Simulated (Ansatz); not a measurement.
The reference is Te (space group P3_121, No. 152; a = 4.624 Å, c = 5.903 Å; made of chains).

All numbers come from r2SCAN (Ansatz, a first-principles code; PAW; 500 eV plane waves; spin-orbit coupling left out).

One change was made to it. Results:

```json
[
 {"quantity": "density", "base": "5.81 g/cm³", "after": "6.95 g/cm³"},
 {"quantity": "c/a ratio", "base": "1.277", "after": "1.413"},
 {"quantity": "shortest interatomic distance", "base": "282.7 pm", "after": "287.1 pm"}
]
```

Q: Which of these changes matches the shifts?
(A) pressure 10 GPa
(B) pressure 5 GPa
(C) pressure 1.5 GPa
(D) pressure −1 GPa

A: B, pressure 5 GPa. For comparison, the density in the other runs: pressure 1.5 GPa gives 6.32 g/cm³; pressure −1 GPa gives 4.89 g/cm³; pressure 10 GPa gives 7.53 g/cm³.

The mesh was chosen for an insulator and is coarse for the gapless case. Load acts through the strain it causes; cell and atoms are relaxed under it. Whether these cells are dynamically stable was not tested. Competing high-pressure phases were not computed. No dispersion term is included, though the crystal is made of layers, chains or molecules, so its spacings can come out too wide.
